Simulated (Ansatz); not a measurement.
Results of PBEsol (PAW; Ansatz, a first-principles code) for GaS (R-3m, No. 166, 4 atoms in the cell; start mp-9889; a measured phase of this formula has another space group).

Run with plane-wave cutoff 520 eV, 12×12×12 k mesh, Fermi–Dirac smearing 0.01 eV, scalar-relativistic PAW data made under PBE.

Cell (relaxed at this level):

GaS is modelled in the trigonal space group R-3m, hexagonal axes (No. 166), Pearson symbol hR4. Lattice parameters: a = b = 3.578 Å, c = 23.877 Å, α = β = 90.00°, γ = 120.00°. Ga on 6c sees 3 S at 2.332 Å (trigonal pyramidal). S on 6c sees 3 Ga at 2.332 Å (trigonal pyramidal). (Neighbours: up to the widest gap in distance over summed covalent radii, below 1.35, at either atom; cation-cation and far metal-metal contacts left out.)
(The calculation used a cell of 4 atoms; values per cell refer to that cell.)

**Question.** Predict the band gap and Γ–Γ gap.

**Answer.** 
* **band gap**: 1.72 eV (direct)
* **Γ–Γ gap**: 3.50 eV

Note: the cell has widely spaced layers and the level no dispersion term, so their spacing and the moduli can rest on weak binding.

Spin–orbit coupling is not included.

A start named mp-… is a Materials Project structure, which need not be a measured phase.
